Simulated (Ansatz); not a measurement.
O interstitial in fcc Ir

Calculation: PBE, PAW (plane waves to 420 eV; Ansatz, a first-principles code). Set-up: 32-site cell; 6×6×6 shifted k-points; start: void with 6Ir nearest; no spin–orbit coupling; energies good to tenths of an eV; the relaxation kept the symmetry of the starting site; relaxed from one start, so a lower configuration may exist.

Neighbours after relaxation, in Å: of the O atom: Ir 2.11, Ir 2.11, Ir 2.11, Ir 2.11, Ir 2.11, Ir 2.11.

Formation energies E_f are those of the neutral cell. Chemical conditions: impurity bounded by its compound with the host (Δμ(O) = -1.19 eV, bounded by rutile IrO2; only phases computed here count, gases as isolated molecules at 0 K). Reference phases: O: O2 molecule in a box.

The name describes the start; the neighbours show where the added atom ended.

```json
[
 {"charge": "0", "moment (μB)": "not spin-polarised", "point group": "Oh", "largest move off a lattice site (Å)": "0.18", "E_f, impurity bounded by its compound with the host (eV)": "6.07"}
]
```

Point groups are those of the whole cell at tolerances of 0.03 and 0.1 Å ("near" where only the looser one holds); none is given for unsettled states.
